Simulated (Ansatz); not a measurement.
Functionals compared on the (331) surface of alpha tin in its 1x1 cell, outermost plane spacing 0.38 Å in the ideal cut, in Ansatz (plane waves, PAW). The structure was relaxed with PBE; the other rows are single points on it, each with its references at the same level. Cutoff 420 eV (500 eV for r2SCAN).

Slab: 14 atoms, 9.5 Å thick at the start (thin: gaps and levels are the slab's own); k 8x4x1, smearing 0.1 eV, dipole-corrected; all atoms relaxed; held to the part of the start's symmetry that mesh and held atoms allow; no spin, no spin-orbit, no U. These notes are the PBE run's.

```
functional  surface energy (J/m²)  work function of the top face (eV)         rough cost of the single point
----------  ---------------------  ----------------------------------  -------------------------------------
PBE                          0.58                                4.31                                      –
LDA                          0.73                                4.54  about 5 core-minutes (a rough figure)
PBEsol                 (withheld)                          (withheld)            very roughly 5 core-minutes
RPBE                         0.50                                4.22            very roughly 5 core-minutes
r2SCAN                       0.72                                4.49            very roughly 9 core-minutes
```

Problem. Fill in the missing entries.

Solution. 
- PBEsol, surface energy (J/m²): 0.67
- PBEsol, work function of the top face (eV): 4.37

Ansatz is a program for electronic structure.
